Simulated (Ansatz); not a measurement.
Worked calculations on one periodic cell of amorphous Ti₂₀O₄₁Ba: Ti20O41Ba, 62 atoms, volume 777.1 Å³, made by a melt-quench on the CHGNet potential and relaxed with DFT. O atoms were pushed apart under 1.9 Å during the dynamics, to hinder bonds among them. It is a model cell: composition and starting density were chosen by hand, and all elements were melted together. Cycles of charging were run to anneal it. These are PBE, scalar-relativistic without spin-orbit coupling (plane waves to 420 eV, PAW; Ansatz, an electronic-structure program) values and carry that method's errors. Sampling: a 2×2×2 Γ-centred mesh; Fermi-Dirac width 0.02 eV; no spin polarisation. Its volume was held where the quench left it, its shape was free, and it stands at a mean pressure of 0.2 GPa with stress components up to 0.2 GPa; the relaxation ran on the zone centre alone. Its density went from a set 3.74 to 3.74 g/cm³. The cell is small and was quenched far faster than a real film, so it is one sample of the glass.

Four energies for an added electron at PBE on the zone centre alone (charged cells in a uniform background, spin-polarised): neutral at the neutral geometry -79288.223 eV; charged at the neutral geometry -79278.969 eV; charged and relaxed -79279.063 eV; neutral at the charged geometry -79288.066 eV.

Problem. Find the two relaxation energies and their sum, the reorganisation energy.

Solution. On charging: -79278.969 − (-79279.063) = 0.094 eV. On discharging: -79288.066 − (-79288.223) = 0.157 eV. The sum is 0.251 eV. The carrier's level spreads over 8 of the 62 atoms' worth, so it counts as partly localised, most on one Ti atom with neighbours O 1.87 Å, O 1.96 Å, O 1.99 Å, O 2.01 Å, O 2.01 Å, O 2.08 Å (neutral geometry). The values are uncorrected: the image energy of a point charge in this cell, 2.84 × 14.40 / (2 × 9.2) = 2.2 eV before screening, is screened by electrons alone at the fixed geometry and by ions too after relaxing, and the carrier can be spread before it relaxes, so each term can be off by up to that value times 1/ε∞, some tenths of an eV. PBE's self-interaction favours spread-out carriers, so a hybrid can localise more.

Four energies for a hole at PBE on the zone centre alone (charged cells in a uniform background, spin-polarised): neutral at the neutral geometry -79288.223 eV; charged at the neutral geometry -79294.659 eV; charged and relaxed -79294.943 eV; neutral at the charged geometry -79287.356 eV.

Problem. Find the two relaxation energies and their sum, the reorganisation energy.

Solution. On charging: -79294.659 − (-79294.943) = 0.284 eV. On discharging: -79287.356 − (-79288.223) = 0.867 eV. The sum is 1.151 eV. The carrier's level spreads over 4 of the 62 atoms' worth, so it counts as localised, most on one O atom with neighbours Ti 1.88 Å, Ti 2.01 Å, Ti 2.23 Å (neutral geometry). The values are uncorrected: the image energy of a point charge in this cell, 2.84 × 14.40 / (2 × 9.2) = 2.2 eV before screening, is screened by electrons alone at the fixed geometry and by ions too after relaxing, and the carrier can be spread before it relaxes, so each term can be off by up to that value times 1/ε∞, some tenths of an eV. PBE's self-interaction favours spread-out carriers, so a hybrid can localise more.
